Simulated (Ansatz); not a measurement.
Consider BN (space group P6_3/mmc, No. 194; layered, stacked along the Cartesian z axis).

```yaml
crystal:
  lattice:
    - [2.50046, 0.00000, 0.00000]
    - [-1.25023, 2.16546, 0.00000]
    - [0.00000, 0.00000, 6.41169]
  atoms:
    - { symbol: B, position: [0.66667, 0.33333, 0.25000] }
    - { symbol: B, position: [0.33333, 0.66667, 0.75000] }
    - { symbol: N, position: [0.33333, 0.66667, 0.25000] }
    - { symbol: N, position: [0.66667, 0.33333, 0.75000] }
```

Cartesian axes are those of the cell as printed.

The values are results of PBEsol-D3(BJ)/PAW in Ansatz (an electronic-structure program), no SOC, not measurements.

For the base:

The width of the top valence band comes out as 3.30 eV and the band gap is 4.08 eV.

Perturbation: the cell is compressed by 2.40 % along z with no lateral relaxation, atoms relaxed at fixed cell.

Task: What happens to the stress?

Result: The stress (xx, yy, zz, yz, xz, xy; compression positive) comes out as (0.03, 0.03, 0.92, 0.00, 0.00, 0.00) GPa.

Task: How does this affect the width of the top valence band?

Result: The width of the top valence band increases by 0.23 eV (3.30 eV → 3.53 eV).

Task: What happens to the energy relative to the base?

Result: The energy grows by 0.6 meV/atom.

Task: Predict the new band gap.

Result: The band gap drops by 0.05 eV, from 4.08 eV to 4.03 eV.

The cells carry an imposed strain or load. Whether these cells are dynamically stable was not tested.
